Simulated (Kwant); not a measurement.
Model system: six-terminal Hall bar in a CdTe two-dimensional gas. Effective mass 0.096 mₑ, grid spacing 12 nm, hard walls, nominal width 300 nm (25 grid rows, so walls 312 nm apart), one parabolic valley, scattering region 780 nm long along x; energies count from the band bottom; Fermi energy swept from 0.00021575 to 0.001726 eV. Four side probes 150 nm wide, two on each edge; current runs along x; the sign of the Hall resistance is a convention. Perpendicular field 0.33 T, also in the leads; orbital effect alone.

The device is made up for the run: typed textbook-type constants, with dimensions and the other settings drawn at random.

Computed with Kwant: effective-mass tight-binding model on a square grid, one spin, coherent transport at 0 K. Resistances are in h/e².

**Question.** How many Landau levels lie under the Fermi energy, and what Hall resistance follows, at 0.293 meV and 0.330 T; 0.421 meV and 0.330 T; 0.804 meV and 0.330 T; 1.19 meV and 0.330 T?

**Answer.** ħωc = ħeB/m = 1.21 meV a tesla; levels lie at (n + ½)ħωc. E/ħωc = 0.74 gives 1 level and h/(1e²) = 1.000; simulated 1.000. E/ħωc = 1.06 gives 1 level and h/(1e²) = 1.000; simulated 1.000. E/ħωc = 2.02 gives 2 levels and h/(2e²) = 0.500; simulated 0.500. E/ħωc = 2.99 gives 3 levels and h/(3e²) = 0.333; simulated 0.333.
